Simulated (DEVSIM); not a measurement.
Device: abrupt GaAs n-p junction, at 300 K.

| layer (left to right) | material | thickness (μm) | Nd (cm⁻³) | Na (cm⁻³) | τn (s) | τp (s) |
|---|---|---|---|---|---|---|
| 1 | GaAs | 1.30 | 1.8e16 | - | 7.5e-8 | 7.5e-8 |
| 2 | GaAs | 26.0 | - | 1.1e14 | 7.5e-8 | 7.5e-8 |

Left contact: ohmic. Right contact: ohmic. Voltage is applied to the left contact. Recombination: SRH at mid-gap, radiative. Mobility is μmin + (μ − μmin)/(1 + (N/Nref)^α).

Constants are typed, rounded textbook-type inputs, not results; the design itself was drawn at random and stands for no fabricated device. Values at 300 K.

```tsv
parameter	GaAs
gap (eV)	1.424
affinity (eV)	4.07
permittivity	12.9
Nc (cm⁻³)	4.7e17
Nv (cm⁻³)	9e18
μn (cm²/Vs)	8500
μp (cm²/Vs)	400
μn,min	500
μp,min	20
Nref,n	6e16
Nref,p	1.5e17
αn	0.39
αp	0.38
B (cm³/s)	2e-10
```

Model (solved in DEVSIM): 1D drift-diffusion, Boltzmann statistics, complete ionisation; no tunnelling, impact ionisation, image-force lowering or self-heating.

The doping Nd of layer 1 was swept, all else fixed.

```
doping Nd of layer 1 (cm^-3)  dark forward voltage at 1 A/cm² (V)  dark forward voltage at 100 A/cm² (V)  largest field in the device at zero bias (V/cm)  potential step across the device at zero bias (V)
----------------------------  -----------------------------------  -------------------------------------  -----------------------------------------------  -------------------------------------------------
5.4e14                                                      0.942                                  1.691                                             4800                                              0.957
1.8e15                                                      0.934                                  1.507                                             5300                                              0.988
5.4e15                                                      0.930                                  1.391                                             6000                                              1.016
1.8e16                                                      0.929                                  1.306                                             8300                                              1.047
5.4e16                                                      0.929                                  1.265                                            13000                                              1.076
1.8e17                                                      0.928                                  1.245                                            22000                                              1.107
```

From the first row to the last the dark forward voltage at 1 A/cm² goes from 0.942 to 0.928. From the first row to the last the dark forward voltage at 100 A/cm² goes from 1.691 to 1.245.
